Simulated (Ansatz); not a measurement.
## CF2 on the 1x1 (111) surface of fcc Cu, one in a 2x2 cell, started at the site 'hollow Cu-Cu-Cu over Cu at depth 2.1 Å'

Computed with PBE (plane waves to 420 eV, PAW; Ansatz, a program for electronic structure).

Model: 19-atom slab, 6.2 Å thick at the start under the adsorbate (thin: gaps and levels are the slab's own), 6x6x1 mesh, Fermi-Dirac 0.1 eV, dipole correction, 8 atoms held, the rest relaxed; start symmetry kept, larger cells not searched; no spin, no spin-orbit, no U, no dispersion correction. At the end it is bonded to Cu. In PBE this state lies 0.12 eV over the lowest of the starts that converged ('bridge Cu-Cu (span 2.6 Å)').

```json
{
  "adsorption energy against CF4(g) − F2(g)": "6.46 eV",
  "work_function_of_the_top_face": "4.49 eV",
  "change_of_the_work_function": "-0.28 eV",
  "change_of_the_step_from_the_bottom_to_the_top_vacuum_level_against_the_clean_slab": "-0.32 eV",
  "energy_released_by_relaxation": "0.46 eV",
  "height of the binding atom over the mean of the host atoms within 0.3 Å of the top one": "3.853 bohr",
  "nearest_host_atoms_of_the_binding_atom": "Cu at 1.88 Å, Cu at 3.28 Å, Cu at 3.28 Å",
  "largest_move_of_a_host_atom": "0.17 Å",
  "note": "in the relaxation the adsorbate left its starting site by 1.5 Å",
  "cost": "very roughly 40 core-minutes"
}
```

A negative adsorption energy means that the adsorbate is more stable on the surface than in its reference.
